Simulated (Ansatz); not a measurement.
Structure of amorphous germanium (Ge48) (periodic cell):

```
CELL_PARAMETERS angstrom
     10.58159     0.00000     0.00000
      0.00000    10.58159     0.00000
      0.00000     0.00000    10.58159
ATOMIC_POSITIONS crystal
  Ge 0.45632 0.37851 0.39488
  Ge 0.24413 0.25864 0.38750
  Ge 0.53581 0.88952 0.93061
  Ge 0.67246 0.07890 0.24565
  Ge 0.72976 0.93029 0.06452
  Ge 0.82307 0.53694 0.01082
  Ge 0.60815 0.42965 0.02054
  Ge 0.16666 0.59473 0.30228
  Ge 0.14795 0.83772 0.96743
  Ge 0.24892 0.04132 0.28936
  Ge 0.28015 0.39478 0.97001
  Ge 0.92496 0.52783 0.78441
  Ge 0.52080 0.06542 0.56993
  Ge 0.32918 0.04079 0.70423
  Ge 0.52918 0.30880 0.61532
  Ge 0.09382 0.35294 0.81027
  Ge 0.40509 0.08999 0.91826
  Ge 0.59355 0.71097 0.77370
  Ge 0.90020 0.33292 0.12318
  Ge 0.01850 0.71069 0.65361
  Ge 0.47886 0.98481 0.35119
  Ge 0.74916 0.02294 0.61876
  Ge 0.80421 0.44215 0.39595
  Ge 0.91774 0.93932 0.91763
  Ge 0.73806 0.71660 0.17216
  Ge 0.19730 0.61914 0.06253
  Ge 0.20510 0.05819 0.05386
  Ge 0.85220 0.07357 0.40856
  Ge 0.57055 0.25345 0.86354
  Ge 0.38560 0.65907 0.65452
  Ge 0.76450 0.39985 0.64648
  Ge 0.79119 0.19226 0.78231
  Ge 0.99205 0.17544 0.94933
  Ge 0.33494 0.42724 0.72577
  Ge 0.51391 0.75331 0.28820
  Ge 0.94638 0.27238 0.51051
  Ge 0.05224 0.38636 0.30607
  Ge 0.06342 0.95523 0.41765
  Ge 0.44622 0.58358 0.94316
  Ge 0.18473 0.22097 0.62176
  Ge 0.77198 0.68276 0.40926
  Ge 0.82013 0.82620 0.72437
  Ge 0.39111 0.77941 0.08817
  Ge 0.05249 0.00030 0.65750
  Ge 0.00693 0.72685 0.41412
  Ge 0.22130 0.81940 0.74150
  Ge 0.66380 0.31848 0.22925
  Ge 0.37938 0.60576 0.41572
```

These are PBE, scalar-relativistic without spin-orbit coupling (plane waves to 420 eV, PAW; Ansatz, a program for electronic structure) values and carry that method's errors. Neutral PBE cell, which sets geometry, pressure and energy: sampling: a 2×2×2 Γ-centred mesh; Fermi-Dirac width 0.05 eV; no spin polarisation.

It comes from a melt-quench run on a machine-learned potential (CHGNet), relaxed afterwards by DFT. The hot cell started wider than the set density and was brought back towards it in steps. It is the lowest in DFT energy of 4 quenches. It is a model cell: composition and starting density were chosen by hand, and all elements were melted together. No dispersion term was used. A short ab initio anneal came between quench and relaxation. Its density started from a set value of 4.89 and ended at 4.89 g/cm³. The simulated quench (nominally 64 K/ps over its main leg) is rapid and tends to freeze in more defects than a deposited or slowly cooled glass has. Values belong to this one cell and scatter from quench to quench. The volume was held where the preparation left it.

Task: Give the pressure, the energy against reference phases and the spacing of the highest filled and lowest empty levels.

Result: 
* **Pressure on a 2×2×2 Γ-centred mesh**: -1.29 GPa
* **Largest force and stress component on that mesh (the relaxation ran on one k-point at (1/4, 1/4, 1/4))**: 0.31 eV/Å and 2.0 GPa
* **Energy relative to germanium (lowest mix at this level among the phases computed, not always the ambient ones)**: 0.252 eV/atom
* **Gap on a 2×2×2 Γ-centred mesh (PBE)**: within the smearing (under twice its width)

Task: At PBE and the zone centre, how localised are the states just below and above the Fermi level (participation number: the atoms over which a state spreads)?

Result: The highest filled state is spread over 30.1 atoms' worth, largest on Ge16, with weights by element (charge in smoothed Voronoi cells) Ge 1.00. The lowest empty state is spread over 34.1 atoms' worth, largest on Ge31, with weights by element (charge in smoothed Voronoi cells) Ge 1.00.

The levels at the Fermi energy are partly filled. A closed spacing in one fast-quenched cell at PBE doesn't show the material to be a metal.

Bonds are counted up to Ge-Ge 2.85 Å.

A PBE run started with 1 μB on atoms that lack a bond or may hold spare charge lost its moments; other starts weren't tried.
